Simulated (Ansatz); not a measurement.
We consider quartz-high SiO₂ (high-temperature phase), described by G0W0@PBEsol in Ansatz (hard PAW, contour deformation).

The same calculation (at the measured cell, 13.227 Å³/atom) with different numerical settings; throughout: k mesh 3×3×2:

| run | response cutoff (eV) | empty bands | quasiparticle gap on the mesh (eV) | quasiparticle gap at Γ (eV) | rough time |
|---|---|---|---|---|---|
| 1 | 100 | 497 | 8.362 | 8.467 | 6 core-min |
| 2 | 150 | 912 | 8.568 | 8.674 | 20 core-min |
| 3 | 200 | 1405 | 8.683 | 8.789 | 60 core-min |
| 4 | 250 | 1963 | 8.749 | 8.855 | 2 core-h |
| 5 | 300 | 2580 | 8.790 | 8.895 | 3 core-h |

In the column quasiparticle gap at Γ (eV) the first row differs from the last by -0.428 and the next to last by -0.040.

The last row is no converged limit: other settings stay fixed.

Note: symmetry holds this phase in the static calculation, where it need not be a minimum.

Ansatz is a first-principles code.
